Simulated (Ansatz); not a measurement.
The reference is HfRh$_{3}$ in the Cu3Au type structure (space group Pm-3m, No. 221; a = 3.896 Å; relaxed with 0.1 eV smearing). Axes: x, y, z lie along the cube axes.

Calculations: Ansatz (a first-principles code) PBEsol, without spin-orbit coupling.

Perturbation: uniaxial stress, 5 GPa compression along z; all other stress components relax to zero.

Q: What happens to the strain response?

A: The strain response (xx, yy, zz) amounts to (+0.82, +0.82, −2.23) %.

Q: What happens to the energy relative to the base?

A: The energy grows by 5.2 meV/atom.

Stability under load was not tested beyond the relaxation. All final runs are without spin polarisation.
